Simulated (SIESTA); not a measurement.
Band structure of NaI (Fm-3m, 2 atoms in the cell).

```xyz
2
Lattice="0.0000 3.2350 3.2350 3.2350 0.0000 3.2350 3.2350 3.2350 0.0000" Properties=species:S:1:pos:R:3 pbc="T T T"
Na     0.0000     0.0000     0.0000
I      3.2350     3.2350     3.2350
```

Level of theory: GGA PBE, numerical atomic orbitals DZP, PseudoDojo PBE standard norm-conserving potentials (rewritten from UPF to PSML) run with SIESTA.

Settings: XC.functional = GGA; XC.authors = PBE; potentials = PseudoDojo PBE standard; PAO.BasisSize = DZP; PAO.EnergyShift = 0.01 Ry; MeshCutoff = 300 Ry; kgrid.MonkhorstPack = 9 9 9; OccupationFunction = FD; ElectronicTemperature = 50 meV; MaxSCFIterations = 150; SCF.Mixer.Method = Pulay; SCF.Mixer.Weight = 0.1; SCF.Mixer.History = 6; SCF.DM.Tolerance = 1.0E-04.

The starting cell has typed, rounded lattice constants, without a prior relaxation at this level. Spin-orbit coupling is off. Values carry the incompleteness of an atom-centred basis.

Task: Predict the gap along the standard path and the places of the band edges.

Result: The gap along the path is 3.83 eV, direct at Γ to within 0.01 eV.

Levels in eV from the top of the valence band on the path, bands 5 to 9:
```
point       5      6      7      8     9
-----  ------  -----  -----  -----  ----
Γ      -11.01   0.00   0.00   0.00  3.83
X      -10.61  -1.94  -0.76  -0.76  4.53
W      -10.59  -1.44  -1.44  -0.95  5.88
K      -10.60  -1.67  -1.37  -0.61  5.35
L      -10.68  -2.23  -0.25  -0.25  5.33
U      -10.60  -1.67  -1.37  -0.61  5.35
```

Higher empty bands are left out: an atom-centred basis made for the valence describes them poorly.
